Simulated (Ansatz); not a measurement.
## Sb: H interstitial (started 2.31 Å from the nearest host atom)

Consider a 12-atom supercell of Sb in the A7 type structure (space group R-3m, No. 166; a = 4.3216 Å, c = 11.0390 Å (hexagonal axes)) at its relaxed geometry.

Modification: a neutral H interstitial (started 2.31 Å from the nearest host atom), atoms relaxed at fixed cell, starting from a slightly rattled geometry.

The values are results of PBE-D3(BJ) in Ansatz (plane waves to 420 eV, PAW, no SOC), earlier PAW set, not measurements. k-mesh 5×6×5 (Γ-centred); smearing 0.05 eV (Fermi–Dirac).

The pressure goes from zero to 1.1 GPa and the largest displacement of a host atom from its site in the perfect cell is 0.22 Å. The final site of the added atom is 2 Sb at 1.86 Å (linear).

Final structure:

```
CELL_PARAMETERS angstrom
      6.48234     1.24753     3.67966
     -6.48234     1.24753     3.67966
     -2.16078    -6.23764     3.67966
ATOMIC_POSITIONS crystal
  Sb 0.29172 0.78225 0.63309
  Sb 0.29237 0.25301 0.09826
  Sb 0.63151 0.43838 0.61707
  Sb 0.62963 0.93557 0.11987
  Sb 0.96021 0.10940 0.61812
  Sb 0.96454 0.60494 0.12520
  Sb 0.99557 0.38080 0.88215
  Sb 0.99748 0.88375 0.37936
  Sb 0.33526 0.03717 0.86649
  Sb 0.33500 0.56677 0.40126
  Sb 0.66696 0.70992 0.88109
  Sb 0.66232 0.21417 0.37402
  H  0.31040 0.40870 0.24965
```

In so small a cell the defect repeats every few ångströms: this is an ordered compound, not a dilute defect. All final runs are without spin polarisation. The defect cell is not spin-polarised.

Ansatz is a quantum-chemistry and plane-wave program.
